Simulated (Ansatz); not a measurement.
Base system: WSi₂ (space group I4/mmm, No. 139; a = 3.229 Å, c = 7.870 Å; relaxed with 0.1 eV smearing).

Computed with plane-wave PAW DFT at the PBE level (Ansatz, a first-principles code, 420 eV), scalar-relativistic without spin-orbit coupling.

Base values:

```
Item        Value
--------  -------
Pressure  0.0 GPa
```

Modification: every lattice vector is stretched by 1.00 %, atoms relaxed at fixed cell.

What happens to the energy relative to the base and pressure?

The energy rises by 8.1 meV/atom; the pressure (mean of the normal stresses, compression positive) goes from zero to -6.1 GPa.

The cells carry an imposed strain or load. Whether these cells are dynamically stable was not tested. The final runs are not spin-polarised.
